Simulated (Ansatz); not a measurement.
Input and output of a self-consistent single point for K3Nb (I4/mmm, 4 atoms in the cell) (Ansatz, a first-principles code).

Method of the run: PBE (plane waves, PAW; Ansatz).

```
K3Nb
1.0
   -2.77628     2.77628     6.18401
    2.77628    -2.77628     6.18401
    2.77628     2.77628    -6.18401
K Nb
3 1
Cartesian
  0.00000   0.00000   6.18401
  0.00000   2.77628   3.09201
  2.77628   0.00000   3.09201
  0.00000   0.00000   0.00000
```

Reference input (self-consistent single point, DFT, PBE, plane waves, default PAW files): kpoints.mp_grid.grid = 6 6 6; hamiltonian.xc = pbe; hamiltonian.pseudopotentials = {kind: paw} (the program's default PAW files); scf.occupations.method = gaussian; scf.occupations.width = 0.136 eV. This run's input differs from it in these lines:

```diff
@@ -21,3 +21,3 @@
     method: gaussian
-    width: 0.136
+    width: 0.002
 output:
```

Output (repeated stretches shortened):

```
SCF iter   1: F=—  HF=-9159.570990 eV  |F-HF|=—  |Δ(HF+E_count)|=         —  Δρ=1.10e-2  dr2=1.40e-1  ethr=1.77e-3  ⟨swp⟩=6.9  Hψ=3220  notcnv=0
all-band conjugate gradients solve this SCF's bands
preconditioner: auto → Resta (q_TF=auto, 2.103 Å⁻¹)
SCF iter   2: F=—  HF=-9159.564301 eV  |F-HF|=—  |Δ(HF+E_count)|=   6.69e-3  Δρ=4.90e-3  dr2=2.17e-2  ethr=3.50e-4  ⟨swp⟩=2.0  Hψ=1037  notcnv=0
   [... lines left out ...]
SCF iter   6: F=—  HF=-9159.567325 eV  |F-HF|=—  |Δ(HF+E_count)|=   2.87e-5  Δρ=4.57e-5  dr2=5.19e-6  ethr=1.74e-7  ⟨swp⟩=2.0  Hψ=956  notcnv=0  defer=2
SCF iter   7: F=—  HF=-9159.567327 eV  |F-HF|=—  |Δ(HF+E_count)|=   2.61e-6  Δρ=1.10e-5  dr2=4.70e-7  ethr=1.30e-8  ⟨swp⟩=2.0  Hψ=834  notcnv=0  defer=2
SCF iter   8: F=—  HF=-9159.567327 eV  |F-HF|=—  |Δ(HF+E_count)|=   9.00e-8  Δρ=4.15e-6  dr2=1.02e-7  ethr=2.50e-10  ⟨swp⟩=4.7  Hψ=2348  notcnv=0
SCF iter   9: F=-9159.567327 eV  HF=-9159.567327 eV  |F-HF|=2.42e-9  |Δ(HF+E_count)|=  8.91e-10  Δρ=1.20e-6  dr2=5.21e-9  ethr=2.50e-10  ⟨swp⟩=4.1  Hψ=2169  notcnv=0
SCF 1 converged in 9 iterations: F = -9159.567327 eV  dr2 = 5.21e-9
Free energy (F): -9159.567327 eV
Internal energy: -9159.567263 eV  (E = F + TS)
E sigma→0 (E₀):  -9159.567295 eV
Entropy (-TS):   -0.000064 eV (-0.016 meV/atom)
Fermi energy:    3.866817 eV
--- Forces (eV/Å), atoms counted from 1 ---
  atom   1  K     -0.00000000    -0.00000000     0.00000000
   [... zero for the other atoms too ...]
--- Stress (GPa, compression-positive) ---
       -0.519410       0.000000       0.000000
        0.000000      -0.519410       0.000000
        0.000000       0.000000      -0.703234
  P = ⅓ Tr σ = -0.5807 GPa (-5.807 kbar)
  The stress holds the Pulay correction. Without it, at fixed plane waves, as pw.x and ABINIT print it: P = -0.5841 GPa
```

The run converged in 9 iterations. Against the reference run the free energy rises by 20.8 meV/atom and the pressure hardly changes (-0.50 to -0.58 GPa).

The starting cell was generated: these elements placed on a structure prototype, without a prior relaxation; it need not be a known phase or ordering of this composition. Its lattice was rescaled by a random factor within 2.5 % of one. Spin polarisation is off. Ansatz's pressure includes its estimate of the finite-basis (Pulay) stress.

Keys are those of Ansatz 0.2.
